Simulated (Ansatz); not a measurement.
Defect: O vacancy in corundum, charge state +2. The step: a nearby O atom hops onto the vacant site; the atom moves 2.88 Å along (-0.30, -0.69, 0.00) of the unit cell; the moving atom starts with neighbours Al at 1.83, Al at 1.87, Al at 2.00, Al at 2.05 Å and ends with Al at 1.83, Al at 1.89, Al at 2.01, Al at 2.02 Å. DFT values are from Ansatz (plane-wave PAW, 420 eV unless said) in a cell of 120 host sites, spin-restricted, static, with no finite-size correction. The charge state is imposed; whether it is stable for some Fermi level was not computed. Forms of the defect that were not tried may lie lower. For the PBE band: the saddle point's order was not checked.

```json
[
 {"Level": "CHGNet universal potential (has no charge state), its own band", "Forward barrier (eV)": "2.23", "Cost of the band or of the saddle's single point": "-"},
 {"Level": "PBE, the Γ point alone, band relaxed", "Forward barrier (eV)": "2.63", "Cost of the band or of the saddle's single point": "very roughly 23 core-minutes"},
 {"Level": "PBE, a 2×2×2 k-point mesh shifted by half a step along c, same geometries", "Forward barrier (eV)": "2.64", "Cost of the band or of the saddle's single point": "very roughly 2.5 core-minutes"},
 {"Level": "r2SCAN at 500 eV, the Γ point alone, same geometries", "Forward barrier (eV)": "2.76", "Cost of the band or of the saddle's single point": "very roughly 70 core-seconds"},
 {"Level": "HSE06, Γ point alone, same geometries", "Forward barrier (eV)": "2.73", "Cost of the band or of the saddle's single point": "roughly 6 core-minutes"}
]
```

Ansatz is an electronic-structure program.
